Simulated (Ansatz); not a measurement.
Input and output of a self-consistent single point for NaInP₂O₇ (P1, 44 atoms in the cell) (Ansatz, a first-principles code).

Computed with PBEsol, default PAW files made with PBE (plane waves; Ansatz).

```
NaInP2O7
1.0
    7.50030     0.00000     0.00000
    0.00000     8.17740     0.00000
   -3.70589     0.00000     9.11008
In P Na O
4 8 4 28
Direct
  0.74060   0.99607   0.25219
  0.26195   0.49622   0.25190
  0.25828   0.00246   0.75231
  0.75331   0.50129   0.75751
  0.67301   0.20793   0.94751
  0.32479   0.72647   0.54284
  0.32991   0.78277   0.04596
  0.68448   0.27514   0.46301
  0.92334   0.74345   0.54013
  0.07535   0.24939   0.95878
  0.07082   0.24265   0.45638
  0.93105   0.74278   0.04321
  0.29145   0.01321   0.27916
  0.71392   0.52777   0.21553
  0.72269   0.97915   0.71800
  0.28550   0.48386   0.79555
  0.02595   0.09060   0.36604
  0.97397   0.58704   0.11545
  0.96641   0.90799   0.62604
  0.03015   0.40871   0.87460
  0.81278   0.77226   0.37599
  0.18239   0.26920   0.13112
  0.18234   0.22761   0.61905
  0.82467   0.72250   0.87875
  0.61125   0.10528   0.39265
  0.37097   0.61365   0.10807
  0.38243   0.89361   0.60127
  0.61530   0.39186   0.89786
  0.82770   0.87819   0.09726
  0.18429   0.37147   0.40201
  0.17056   0.12354   0.89875
  0.83539   0.63806   0.60628
  0.54282   0.09455   0.85852
  0.46153   0.58433   0.64953
  0.45830   0.91287   0.14870
  0.53203   0.40937   0.34860
  0.69858   0.21096   0.11711
  0.29196   0.71373   0.38819
  0.29897   0.78851   0.88293
  0.68884   0.29245   0.61145
  0.86355   0.17640   0.92744
  0.12900   0.67303   0.55753
  0.13076   0.83899   0.06390
  0.86669   0.33264   0.43495
```

Reference input (self-consistent single point, DFT, PBEsol, plane waves, default PAW files made with PBE): basis.ecutwfc = 420 eV; kpoints.mp_grid.grid = 3 2 2; hamiltonian.xc = pbesol; hamiltonian.pseudopotentials = {kind: paw} (the program's default PAW files); scf.occupations.method = gaussian; scf.occupations.width = 0.136 eV. This run's input differs from it in these lines:

Ansatz 0.2 input:
```diff
@@ -51,3 +51,3 @@
 basis:
-  ecutwfc: 420.0 eV
+  ecutwfc: 335.0 eV
 kpoints:
```

The program printed (abridged):

```
SCF iter   1: F=—  HF=-49646.748183 eV  |F-HF|=—  |Δ(HF+E_count)|=         —  Δρ=1.77e-2  dr2=9.92e-1  ethr=1.77e-3  ⟨swp⟩=6.6  Hψ=7343  notcnv=0  defer=163
all-band conjugate gradients solve this SCF's bands
preconditioner: auto → Resta (q_TF=auto, 2.454 Å⁻¹)
SCF iter   2: F=—  HF=-49646.469645 eV  |F-HF|=—  |Δ(HF+E_count)|=   2.79e-1  Δρ=3.67e-3  dr2=3.32e-2  ethr=3.35e-4  ⟨swp⟩=2.0  Hψ=2683  notcnv=0  defer=320
   [... lines left out ...]
SCF iter   6: F=—  HF=-49646.479981 eV  |F-HF|=—  |Δ(HF+E_count)|=   8.45e-4  Δρ=5.71e-5  dr2=1.80e-5  ethr=3.06e-8  ⟨swp⟩=2.9  Hψ=2005  notcnv=0  defer=320
SCF iter   7: F=—  HF=-49646.479984 eV  |F-HF|=—  |Δ(HF+E_count)|=   3.84e-6  Δρ=2.44e-5  dr2=2.88e-6  ethr=6.07e-9  ⟨swp⟩=2.6  Hψ=2247  notcnv=0  defer=320
SCF iter   8: F=—  HF=-49646.479986 eV  |F-HF|=—  |Δ(HF+E_count)|=   1.14e-6  Δρ=7.00e-6  dr2=2.52e-7  ethr=9.72e-10  ⟨swp⟩=3.0  Hψ=2530  notcnv=0  defer=320
SCF iter   9: F=-49646.479986 eV  HF=-49646.479986 eV  |F-HF|=1.33e-8  |Δ(HF+E_count)|=   2.32e-7  Δρ=3.36e-6  dr2=5.88e-8  ethr=3.38e-11  ⟨swp⟩=16.8  Hψ=9151  notcnv=0
SCF 1 converged in 9 iterations: F = -49646.479986 eV  dr2 = 5.88e-8
Free energy (F): -49646.479986 eV
Internal energy: -49646.479986 eV  (E = F + TS)
E sigma→0 (E₀):  -49646.479986 eV
Fermi energy:    6.309985 eV
--- Forces (eV/Å), atoms counted from 1 ---
  atom   1  In     0.41313655    -0.08095136    -0.29037115
  atom   2  In    -0.63679841    -0.43413132     0.13562833
  atom   3  In    -0.22709813     0.00397623    -1.27357347
  atom   4  In    -1.59028351     0.73374004    -0.27170834
  atom   5  P     -0.14994984     8.29969121     7.53115234
   [... 35 lines left out ...]
  atom  41  O      2.15106951    -1.29587614    -0.16474408
  atom  42  O     -0.61703309    -0.61477801     0.58172365
  atom  43  O     -0.04763668    -0.33736281    -0.11545495
  atom  44  O      1.31915933    -0.03587485     0.26087950
--- Stress (GPa, compression-positive) ---
        3.967203       2.862400      -1.234287
        2.862400       4.564886       1.262610
       -1.234287       1.262611       3.265244
  P = ⅓ Tr σ = 3.9324 GPa (39.324 kbar)
  The stress holds the Pulay correction. Without it, at fixed plane waves, as pw.x and ABINIT print it: P = -5.3962 GPa
```

The run converged in 9 iterations. Against the reference run the free energy goes up by 97.6 meV/atom, the pressure goes from 4.10 to 3.93 GPa, the largest force moves little (11.202 to 11.208 eV/Å) and the gap on the mesh goes from 3.706 to 3.693 eV.

The starting cell comes from a database of published, mostly measured structures (it also holds non-ambient and calculated ones), without a prior relaxation at this level. Its atoms were displaced at random from the sites of space group no. 14. Forces in this geometry exceed 1 eV/Å. Ansatz's pressure includes its estimate of the finite-basis (Pulay) stress. Without the estimate this run gives -5.40 GPa. The cutoff lies below the one recommended for these files.

Cost on one core of a shared machine: roughly 40 s.
